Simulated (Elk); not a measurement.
# Worked example: self-consistent single point of V (Im-3m, 1 atom in the cell) in Elk

Method: PBE, all-electron FP-LAPW, Elk's shipped species files, default APW+lo basis run with Elk 10.2.4.

The input file:

```
tasks
  0

xctype
  20

rgkmax
  7.0

rmtscf
  0.93

stype
  3

swidth
  0.00367493

scale
  4.774447207

avec
   -0.5773502692    0.5773502692    0.5773502692
    0.5773502692   -0.5773502692    0.5773502692
    0.5773502692    0.5773502692   -0.5773502692

atoms
  1   : nspecies
  'V.in'   : spfname
  1   : natoms; atposl, bfcmt below
  0.0000000000  0.0000000000  0.0000000000    0.0 0.0 0.0

ngridk
  11 11 11

vkloff
  0.5 0.5 0.5
```

Output, abridged:

```
│ Elk code version 10.2.4 │

All units are atomic (Hartree, Bohr, etc.)

│ Ground-state run starting from atomic densities │

Lattice vectors :
  -2.756528380       2.756528380       2.756528380
   2.756528380      -2.756528380       2.756528380
   2.756528380       2.756528380      -2.756528380

Unit cell volume      :    83.78135807
Brillouin zone volume :    2.960685040

Muffin-tin inner radius fraction :   0.1000000000E-01

Nuclei treated as point charges

Species :    1 (V)
 parameters loaded from : V.in
 name : vanadium
 nuclear charge    :   -23.00000000
 electronic charge :    23.00000000
 atomic mass :    92860.67375
 muffin-tin radius :    2.232000000
 number of radial points in muffin-tin :    497
 atomic positions (lattice), magnetic fields (Cartesian) :
   1 :   0.00000000  0.00000000  0.00000000    0.00000000  0.00000000  0.00000000

Total number of atoms per unit cell :    1

Spin treatment :
 spin-unpolarised

Number of Bravais lattice symmetries :   48
Number of crystal symmetries         :   48
Crystal has inversion symmetry
Real symmetric eigensolver will be used

k-point grid :     11    11    11
k-point offset :   0.5000000000      0.5000000000      0.5000000000
k-point set is reduced with full crystal symmetry group
Total number of k-points :       56

Muffin-tin radius times maximum |G+k| :    7.000000000
 using average radius
Maximum |G+k| for APW functions       :    3.136200717
Maximum (1/2)|G+k|²                   :    4.917877468
Maximum |G| for potential and density :    12.00000000
 potential will be trimmed for |G| > 2 gkmax
Constant for pseudocharge density :    7
Radial integration step length :    4

G-vector grid sizes :     20    20    20
Number of G-vectors :     2491

Maximum angular momentum used for
 APW functions                      :    8
 outer part of muffin-tin           :    6
 inner part of muffin-tin           :    1

Total nuclear charge    :   -23.00000000
Total core charge       :    10.00000000
Total valence charge    :    13.00000000
Total excess charge     :    0.000000000
Total electronic charge :    23.00000000

Effective Wigner radius, rₛ :   0.9545023094

Number of empty states         :    4
Total number of valence states :   11
Total number of core states    :   10

Total number of local-orbitals :   13

Exchange-correlation functional :     20     0     0
 Perdew-Burke-Ernzerhof, Phys. Rev. Lett. 77, 3865 (1996)
 gradient requirement :    1
 generalised gradient approximation (GGA)

Smearing type :    3
 Fermi-Dirac
Smearing width :   0.3674930000E-02
Effective electronic temperature (K) :    1160.451112

Mixing type :    3
 Broyden mixing, J. Phys. A: Math. Gen. 17, L317 (1984)

Kohn-Sham potential initialised from atomic data

│ Self-consistent loop started │
│ Loop number : 1 │
 total energy                :     -947.694739591
│ Loop number : 2 │
 total energy                :     -947.775000340
RMS change in Kohn-Sham potential (target) :   0.3265346908     (  0.1000000000E-05)
Absolute change in total energy (target)   :   0.8026074944E-01 (  0.1000000000E-03)
│ Loop number : 3 │
 total energy                :     -947.833451142
RMS change in Kohn-Sham potential (target) :   0.3175292719     (  0.1000000000E-05)
Absolute change in total energy (target)   :   0.7851598875E-01 (  0.1000000000E-03)
│ Loop number : 4 │
 total energy                :     -948.483287314
RMS change in Kohn-Sham potential (target) :   0.1791799479     (  0.1000000000E-05)
Absolute change in total energy (target)   :   0.6694651699     (  0.1000000000E-03)
│ Loop number : 5 │
 total energy                :     -949.038700048
RMS change in Kohn-Sham potential (target) :   0.6539523696E-01 (  0.1000000000E-05)
Absolute change in total energy (target)   :   0.7227790263     (  0.1000000000E-03)
│ Loop number : 6 │
 total energy                :     -949.265949308
RMS change in Kohn-Sham potential (target) :   0.1844739485E-01 (  0.1000000000E-05)
Absolute change in total energy (target)   :   0.4079440165     (  0.1000000000E-03)
│ Loop number : 7 │
 total energy                :     -949.357885259
RMS change in Kohn-Sham potential (target) :   0.1195166566E-02 (  0.1000000000E-05)
Absolute change in total energy (target)   :   0.1939219551     (  0.1000000000E-03)
│ Loop number : 8 │
 total energy                :     -949.360083335
RMS change in Kohn-Sham potential (target) :   0.6420431546E-03 (  0.1000000000E-05)
Absolute change in total energy (target)   :   0.5067856491E-01 (  0.1000000000E-03)
│ Loop number : 9 │
 total energy                :     -949.366854413
RMS change in Kohn-Sham potential (target) :   0.1084756803E-03 (  0.1000000000E-05)
Absolute change in total energy (target)   :   0.1944071918E-01 (  0.1000000000E-03)
│ Loop number : 10 │
 total energy                :     -949.366205189
RMS change in Kohn-Sham potential (target) :   0.2207663094E-04 (  0.1000000000E-05)
Absolute change in total energy (target)   :   0.4210955721E-02 (  0.1000000000E-03)
│ Loop number : 11 │
 total energy                :     -949.366116476
RMS change in Kohn-Sham potential (target) :   0.1102024885E-04 (  0.1000000000E-05)
Absolute change in total energy (target)   :   0.9640259796E-03 (  0.1000000000E-03)
│ Loop number : 12 │
 total energy                :     -949.366028432
RMS change in Kohn-Sham potential (target) :   0.6000106739E-06 (  0.1000000000E-05)
Absolute change in total energy (target)   :   0.1529622035E-03 (  0.1000000000E-03)
│ Loop number : 13 │
 total energy                :     -949.366021025
RMS change in Kohn-Sham potential (target) :   0.2267654979E-06 (  0.1000000000E-05)
Absolute change in total energy (target)   :   0.3083320883E-04 (  0.1000000000E-03)
Convergence targets achieved

│ Loop number : 14 │

Energies :
 Fermi                       :     0.393412017153
 sum of eigenvalues          :     -551.236678660
 electron kinetic            :      959.280389435
 core electron kinetic       :      875.827566133
 Coulomb                     :     -1863.13269203
 Coulomb potential           :     -1451.55110670
 nuclear-nuclear             :     -138.471674697
 electron-nuclear            :     -1997.77092798
 Hartree                     :      273.109910639
 Madelung                    :     -1137.35713869
 xc potential                :     -58.9659613977
 exchange                    :     -44.4902880885
 correlation                 :     -1.02155933699
 electron entropic           :    -0.186530895378E-02
 total energy                :     -949.366015334

Density of states at Fermi energy :    42.94260264
 (states/Hartree/unit cell)

Estimated indirect band gap :   0.5731891582E-03
 from k-point     14 to k-point     17
Estimated direct band gap   :   0.3007367123E-01
 at k-point     17

Charges :
 core                        :    10.00000000
 valence                     :    13.00000000
 interstitial                :    1.576977558
 muffin-tins (core leakage)
  species :    1 (V)
   atom    1                 :    21.42302244     (  0.7775469157E-09)
 total in muffin-tins        :    21.42302244
 total calculated charge     :    23.00481748
 total charge                :    23.00000000
 error                       :   0.4817480074E-02

│ Self-consistent loop stopped │
```

The run converged in 14 iterations. The count includes the last loop, which Elk runs after its targets are met.

The starting cell comes from a database of computed structures (which also holds hypothetical and non-ambient phases and stackings), without a prior relaxation at this level. Its lattice was rescaled by a random factor within 2.5 % of one. Spin polarisation is off. Values depend on the basis (sphere radii, cutoffs, local orbitals), which need not be converged. The log's line on a gap gives a spacing of levels on this mesh, which the program prints for metals too.
